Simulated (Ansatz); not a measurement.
Cubic perovskite CsSnI₃ (cubic high-temperature phase) was calculated with PBE (plane waves, PAW; Ansatz, a first-principles code).

Input:

Ansatz 0.2 input:
```yaml
crystal:
  lattice:
    - [6.2008078054, 0.0, 0.0]
    - [0.0, 6.2008078054, 0.0]
    - [0.0, 0.0, 6.2008078054]
  atoms:
    - { symbol: Cs, position: [0.0, 0.0, 0.0] }
    - { symbol: Sn, position: [0.5, 0.5, 0.5] }
    - { symbol: I, position: [0.5, 0.0, 0.5] }
    - { symbol: I, position: [0.0, 0.5, 0.5] }
    - { symbol: I, position: [0.5, 0.5, 0.0] }
basis:
  ecutwfc: 520
  ecutrho_ratio: 4
  xc_grid: 2
kpoints:
  mp_grid: { grid: [6, 6, 6] }
hamiltonian:
  xc: pbe
  dispersion: none
  pseudopotentials: { kind: paw }
scf:
  occupations: { method: fermi_dirac, width: 0.01 }
  convergence: { dr2_threshold: 0.0000000005 }
output:
  forces: true
  stress: true
  eigenvalues: true
```

Excerpt of the program's output:

```
Crystal: 5 atoms, lattice volume = 238.421 Å³
Basis set: ecut = 520 eV, 6403 PW (Γ), exchange–correlation on 96×96×96 points (8 copies of the dense FFT grid, shifted against one another)
Bands: 45, of which v1, the nominal top of the filled ones, is band 37 counted from 1 (36 counted from 0)
Symmetry: 48 space group operations
Space group: Pm-3m (ITA 221), of the structure as read, at distance tolerance 6.2e-5 Å
k-points: 20 of 216
Functional: x = pbe(κ = 0.804, μ = 0.2195149727645171), c = pbe(β = 0.06672455060314922)
SCF iter   1: F=—  HF=-34238.464860 eV  |F-HF|=—  |Δ(HF+E_count)|=         —  Δρ=5.17e-4  dr2=5.03e-4
SCF iter   2: F=—  HF=-34238.464660 eV  |F-HF|=—  |Δ(HF+E_count)|=   1.99e-4  Δρ=4.60e-4  dr2=4.30e-4
  ...
SCF iter   7: F=—  HF=-34238.465078 eV  |F-HF|=—  |Δ(HF+E_count)|=   9.69e-8  Δρ=1.97e-6  dr2=6.53e-9
SCF iter   8: F=-34238.465078 eV  HF=-34238.465078 eV  |F-HF|=7.28e-12  |Δ(HF+E_count)|=   3.90e-9  Δρ=1.32e-7  dr2=3.80e-11
SCF 1 converged in 8 iterations: F = -34238.465078 eV  dr2 = 3.80e-11
SCF converged after 8 iterations
Free energy (F): -34238.465078 eV
Internal energy: -34238.465078 eV  (E = F + TS)
E sigma→0 (E₀):  -34238.465078 eV
Fermi energy:    5.501169 eV
--- Forces (eV/Å), atoms counted from 1 ---
  atom   1  Cs    -0.00000000     0.00000000     0.00000000
  atom   2  Sn     0.00000000     0.00000000     0.00000000
  atom   3  I      0.00000000    -0.00000000     0.00000000
  atom   4  I      0.00000000    -0.00000000     0.00000000
  atom   5  I      0.00000000    -0.00000000     0.00000000
--- Stress (GPa, compression-positive) ---
        0.692702      -0.000000       0.000000
       -0.000000       0.692702       0.000000
        0.000000       0.000000       0.692702
  P = ⅓ Tr σ = 0.6927 GPa (6.927 kbar)
```

The cell is one volume of an energy–volume scan, off the minimum.

Note: held by symmetry at 0 K, a high-temperature phase can be a saddle point.

Computing time: very roughly 19 core-seconds.
